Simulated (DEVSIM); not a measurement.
Device: Si n-i-p diode, at 300 K.

| layer (left to right) | material | thickness (μm) | Nd (cm⁻³) | Na (cm⁻³) | τn (s) | τp (s) |
|---|---|---|---|---|---|---|
| 1 | Si | 0.130 | 1.4e17 | - | 0.0004 | 0.0004 |
| 2 | Si | 8.30 | - | 1.9e11 | 0.0004 | 0.0004 |
| 3 | Si | 2.30 | - | 4.2e15 | 0.0004 | 0.0004 |

Left contact: ohmic. Right contact: ohmic. Voltage is applied to the left contact. Recombination: SRH at mid-gap, radiative, Auger. Mobility is constant in doping.

Constants are typed, rounded textbook-type inputs, not results; the design itself was drawn at random and stands for no fabricated device. Values at 300 K.

```tsv
parameter	Si
gap (eV)	1.124
affinity (eV)	4.05
permittivity	11.7
Nc (cm⁻³)	2.86e19
Nv (cm⁻³)	3.1e19
μn (cm²/Vs)	1417
μp (cm²/Vs)	470
B (cm³/s)	4.7e-15
Cn (cm⁶/s)	2.8e-31
Cp (cm⁶/s)	9.9e-32
```

Simulated with DEVSIM: 1D drift-diffusion, Boltzmann statistics, complete ionisation; no tunnelling, impact ionisation, image-force lowering or self-heating.

Problem. Tabulate band edges, carrier densities and field at 20.0 V on the left contact.

Solution. Energies count from the Fermi level of the right contact; mesh points crowd at the junctions.

| x (μm) | Ec (eV) | Ev (eV) | n (cm⁻³) | p (cm⁻³) | field (V/cm) |
|---|---|---|---|---|---|
| 0.000 | -19.862 | -20.986 | 1.4e17 | 830 | ≈ 0 |
| 0.03082 | -19.862 | -20.986 | 1.4e17 | 610 | ≈ 0 |
| 0.08189 | -19.862 | -20.986 | 1.4e17 | 260 | 590 |
| 0.1203 | -19.843 | -20.967 | 6.6e16 | < 1e2 | 16000 |
| 0.1625 | -19.738 | -20.862 | 1.2e15 | < 1e2 | 25000 |
| 0.2498 | -19.525 | -20.649 | 3.0e11 | < 1e2 | 24000 |
| 0.4720 | -18.983 | -20.107 | 710 | < 1e2 | 24000 |
| 1.343 | -16.860 | -17.984 | 430 | 200 | 24000 |
| 3.252 | -12.207 | -13.331 | 360 | 430 | 24000 |
| 6.274 | -4.842 | -5.966 | 240 | 790 | 24000 |
| 7.597 | -1.618 | -2.742 | 190 | 940 | 24000 |
| 8.200 | -0.147 | -1.271 | 160 | 1000 | 24000 |
| 8.354 | 0.228 | -0.896 | 160 | 29000 | 24000 |
| 8.415 | 0.376 | -0.748 | 160 | 8300000 | 24000 |
| 8.458 | 0.478 | -0.646 | 160 | 4.3e8 | 23000 |
| 8.537 | 0.635 | -0.489 | 200 | 1.9e11 | 17000 |
| 8.722 | 0.847 | -0.277 | 500 | 6.8e14 | 5700 |
| 9.198 | 0.894 | -0.230 | 5700 | 4.2e15 | ≈ 0 |
| 10.25 | 0.894 | -0.230 | 21000 | 4.2e15 | ≈ 0 |
| 10.55 | 0.894 | -0.230 | 25000 | 4.2e15 | ≈ 0 |
| 10.67 | 0.894 | -0.230 | 27000 | 4.2e15 | ≈ 0 |
| 10.73 | 0.894 | -0.230 | 28000 | 4.2e15 | ≈ 0 |
